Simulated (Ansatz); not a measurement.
A computed series for ZnSnN2: pressure series

Take ZnSnN2 (space group Pna2_1, No. 33; a = 5.834 Å, b = 6.713 Å, c = 5.467 Å) as the base.

Cell and atoms are relaxed at each pressure.

All numbers come from Ansatz (an electronic-structure program) PBEsol, without spin-orbit coupling.

| pressure (GPa) | band gap (eV) |
|---|---|
| -2 | 0.12 |
| -1 | 0.14 |
| 0 | 0.15 |
| 0.7 | ? |
| 1.5 | 0.17 |
| 3 | 0.20 |
| 5 | 0.22 |
| 7.5 | 0.25 |
| 10 | 0.28 |

Problem. Fit E_g = E₀ + αP + βP² to the rows shown and predict the withheld row.

Solution. Least squares on the printed values gives E₀ = 0.15 eV, α = 14.9 meV/GPa, β = -0.22 meV/GPa² (largest residual 0.01 eV); this predicts 0.16 eV, and the run gives 0.16 eV, in agreement.

Load acts through the strain it causes; cell and atoms are relaxed under it. Whether these cells are dynamically stable was not tested. Competing high-pressure phases were not computed. The zero or small gap of ZnSnN2 can change with the level of theory.
